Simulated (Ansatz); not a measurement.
We consider LaBr3 (P6₃/m, No. 176), described by LDA (PAW; Ansatz, a first-principles code).

Settings: plane-wave cutoff 520 eV, 6×6×8 k mesh (along the axes of the cell as run), Fermi–Dirac smearing 0.01 eV, scalar-relativistic PAW data made under PBE.

Response to compression and expansion:

Shape and atoms are relaxed at each volume.

```json
[
 {"V (Å³/atom)": "27.887", "P (GPa)": "1.59", "direct gap at Γ (eV)": "3.086", "c (Å)": "4.404", "a (Å)": "7.648"},
 {"V (Å³/atom)": "28.468", "P (GPa)": "0.75", "direct gap at Γ (eV)": "3.101", "c (Å)": "4.411", "a (Å)": "7.722"},
 {"V (Å³/atom)": "29.048", "P (GPa)": "0.00", "direct gap at Γ (eV)": "3.097", "c (Å)": "4.417", "a (Å)": "7.794"},
 {"V (Å³/atom)": "29.629", "P (GPa)": "-0.66", "direct gap at Γ (eV)": "3.090", "c (Å)": "4.426", "a (Å)": "7.864"},
 {"V (Å³/atom)": "30.210", "P (GPa)": "-1.23", "direct gap at Γ (eV)": "3.078", "c (Å)": "4.432", "a (Å)": "7.935"}
]
```

The gap at Γ does not follow one straight line over these volumes.

Measured, for comparison: band gap 5.9 eV (temperature not stated, no zero-point or thermal correction, literature value; as tabulated in Przystupa et al. (2023), doi:10.3390/ma16145085).

Note: the volume lies 6 % below that of the published cell; the bulk modulus comes from volumes at which shape and atoms were relaxed.

Spin–orbit coupling is not included.
